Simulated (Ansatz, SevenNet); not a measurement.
## L1₂ (Cu3Au-type) Ni3Si, equilibrium lattice constant a

Reference value: 3.510 Å (measured, temperature not stated, no zero-point or thermal correction; as tabulated in Metallic Nickel Silicides: Experiments and Theory for NiSi and First Principles …).

Problem. What do SevenNet-0, LDA, PBE, revPBE, RPBE, PBE-D4, r²SCAN-D4, r²SCAN+rVV10, B3LYP (VWN-RPA form), HSE06, r²SCAN0, r²SCANh give, and how far is each from the reference?

Solution. 
```csv
level (code),value (Å),difference (%)
SevenNet-0,3.496,-0.40
LDA (Ansatz),3.428,-2.34
PBE (Ansatz),3.506,-0.11
revPBE (Ansatz),3.526,+0.46
RPBE (Ansatz),3.534,+0.68
PBE-D4 (Ansatz),3.470,-1.14
r²SCAN-D4 (Ansatz),3.454,-1.60
r²SCAN+rVV10 (Ansatz),3.456,-1.54
B3LYP (VWN-RPA form) (Ansatz),3.512,+0.06
HSE06 (Ansatz),3.461,-1.40
r²SCAN0 (Ansatz),3.433,-2.19
r²SCANh (Ansatz),3.451,-1.68
```

The reference's temperature isn't stated, so close values are not ranked against it. Off by more than 1.25 %, or 1.75 % on the side where a correction would as a rule narrow the miss (bounds picked here): LDA (-2.34 %), r²SCAN0 (-2.19 %).

The reference isn't brought to a static lattice, while the calculations are for one, so the differences are not the levels' errors alone. A static lattice is as a rule a little smaller than the measured one. The crystal itself was run without spin with LDA, PBE, revPBE, RPBE, PBE-D4, r²SCAN-D4, r²SCAN+rVV10, B3LYP (VWN-RPA form), HSE06, r²SCAN0, r²SCANh; a magnetic state was not tried in these runs. B3LYP (VWN-RPA form), r²SCAN0, r²SCANh: the run has no spin polarisation, so it can have missed a magnetic state. HSE06: exact exchange on metals is sensitive to the k mesh and can open a false gap. HSE06: the run warned that the count of filled bands differs between k points. Cutoffs and k meshes differ between the levels. Ansatz's density-functional and Hartree–Fock values are scalar-relativistic unless marked +SOC, with PAW data made under PBE.

Machine-learned potentials (SevenNet-0) are trained on DFT data: a solid inside that data is no test of them.

Differences are worked out from the printed values.

Ansatz is a quantum-chemistry and plane-wave program.
